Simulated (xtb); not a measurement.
xtb 6.7.1, GFN1-xTB: Ta(OMe)3(Me)2 (C[O][Ta]([CH3])([CH3])([O]C)[O]C), 24 atoms. The geometry is a generated start, not checked to be a minimum at this level.

```yaml
method: GFN1-xTB
"--acc": 1 (default)
"--etemp (K)": 300 (default)
detailed input (--input): "none: ANC optimiser, Lindh (1995) Hessian, microcycle=20, maxdispl=1.0, hlow=0.01 (default)"
basis_functions: 72
valence_electrons: 58
```

```xyz
24

Ta     0.1480    -0.0976     0.1507
O     -1.3773     0.8009    -0.1267
C     -2.5497     1.5091    -0.2614
H     -2.3427     2.5875    -0.2993
H     -3.0734     1.2229    -1.1829
H     -3.2120     1.3117     0.5924
O      0.4378    -0.4518    -1.7997
C     -0.3184    -0.0163    -2.8733
H     -0.2393     1.0745    -2.9962
H      0.0421    -0.4917    -3.7950
H     -1.3807    -0.2781    -2.7471
O      1.6537    -0.9831     0.5073
C      2.8386    -1.6754     0.5640
H      3.1898    -1.8940    -0.4529
H      3.6051    -1.0845     1.0838
H      2.7040    -2.6230     1.1023
C     -1.0007    -1.5122     1.5655
H     -1.4891    -2.3021     0.9925
H     -1.7776    -0.9923     2.1259
H     -0.3414    -1.9954     2.2858
C      1.0037     1.7389     1.2471
H      2.0168     1.9514     0.9066
H      1.0537     1.5633     2.3221
H      0.4091     2.6374     1.0885
```

Charge 0 and multiplicity 1 are set for this test and not shown to be the ground state.

The structure is relaxed from this start with --opt LEVEL for the levels crude, sloppy, loose, lax, normal, tight, vtight, extreme, once each. Up to the end of the extreme run atoms move by at most 0.95 Å along an axis.

Q: Which level is enough to come within 1 meV of the tightest end point?

A: tight: 61 cycles against 68, ending 0.056 meV above.

```csv
level,cycles,energy above the extreme run (meV),gradient norm (eV/Å)
crude,4,49,0.22
sloppy,5,47,0.17
loose,15,24,0.100
lax,17,23,0.091
normal,50,1.3,0.035
tight,61,0.056,0.0041
vtight,68,under 0.01,0.0024
extreme,68,—,0.0024
```
